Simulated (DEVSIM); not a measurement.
Device: Au/SiO2/p-Ge capacitor, at 400 K.

Layer 1 from the left is SiO2, thickness (nm) 2.40. Layer 2 from the left is Ge, thickness (nm) 11000, Na (cm⁻³) 3e15.

Metal gate on the left, work function 5.1 eV. Fixed charge at the semiconductor interface 1.9e11 cm⁻² (in units of +e); no interface traps.

The device is made up for the run: typed textbook-type constants, with dimensions and the other settings drawn at random. Values at 300 K; Nc and Nv go as T^1.5, mobilities as T to minus their exponent, the gap by Varshni's rule with the affinity fixed.

SiO2: gap (eV) 9, affinity (eV) 0.9, permittivity 3.9. Ge: gap (eV) 0.664, affinity (eV) 4, permittivity 16, Nc (cm⁻³) 1.04e19, Nv (cm⁻³) 6e18, Varshni α (eV/K) 0.000477, Varshni β (K) 235.

### Question
Estimate by hand the flat-band voltage, the threshold voltage, and compare with a numerical solution.

### Answer

- Flat-band voltage: C = 1.44 μF/cm², work-function difference 0.747 V; VFB = φms − qNf/C = 0.73 V; numerical 0.73 V.
- Threshold voltage: φF = 0.032 V, depletion charge √(4εqNφF) = 9.29e-9 C/cm²; VT = VFB + 2φF + Qd/C = 0.80 V; numerical 0.80 V.

Simulated with DEVSIM: 1D Poisson equation in equilibrium, Boltzmann statistics, complete ionisation; no quantum confinement or tunnelling. Metal contacts follow the ideal Schottky-Mott rule: no Fermi-level pinning, no interface dipoles.
